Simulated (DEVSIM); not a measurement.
Structure: abrupt GaAs p-n junction, at 400 K.

| layer (left to right) | material | thickness (μm) | Nd (cm⁻³) | Na (cm⁻³) | τn (s) | τp (s) |
|---|---|---|---|---|---|---|
| 1 | GaAs | 10.0 | - | 2.2e16 | 8.1e-10 | 8.1e-10 |
| 2 | GaAs | 2.40 | 1.8e14 | - | 8.1e-10 | 8.1e-10 |

Left contact: ohmic. Right contact: ohmic. Voltage is applied to the left contact. Recombination: SRH at mid-gap. Mobility is μmin + (μ − μmin)/(1 + (N/Nref)^α).

Constants are typed, rounded textbook-type inputs, not results; the design itself was drawn at random and stands for no fabricated device. Values at 300 K; Nc and Nv go as T^1.5, mobilities as T to minus their exponent, the gap by Varshni's rule with the affinity fixed.

```
parameter             GaAs
----------------  --------
gap (eV)             1.424
affinity (eV)         4.07
permittivity          12.9
Nc (cm⁻³)           4.7e17
Nv (cm⁻³)             9e18
μn (cm²/Vs)           8500
μp (cm²/Vs)            400
μn,min                 500
μp,min                  20
Nref,n                6e16
Nref,p              1.5e17
αn                    0.39
αp                    0.38
T exponent of μn       2.1
T exponent of μp       2.2
Varshni α (eV/K)  0.000541
Varshni β (K)          204
```

DEVSIM, 1D drift-diffusion, Boltzmann statistics, complete ionisation; no tunnelling, impact ionisation, image-force lowering or self-heating.

The temperature was swept, all else fixed.

```
temperature (K)  dark forward voltage at 1 A/cm² (V)  largest field in the device at zero bias (V/cm)  potential step across the device at zero bias (V)  dark forward voltage at 100 A/cm² (V)
---------------  -----------------------------------  -----------------------------------------------  -------------------------------------------------  -------------------------------------
250                                            1.023                                             9500                                              1.159                                  1.240
300                                            0.905                                             9800                                              1.065                                  1.185
350                                            0.784                                            10000                                              0.968                                  1.133
400                                            0.662                                            10000                                              0.869                                  1.086
450                                            0.537                                            11000                                              0.768                                  1.043
500                                            0.411                                            11000                                              0.664                                  1.005
```

From the first row to the last the dark forward voltage at 1 A/cm² goes from 1.023 to 0.411. From the first row to the last the largest field in the device at zero bias goes from 9500 to 11000.
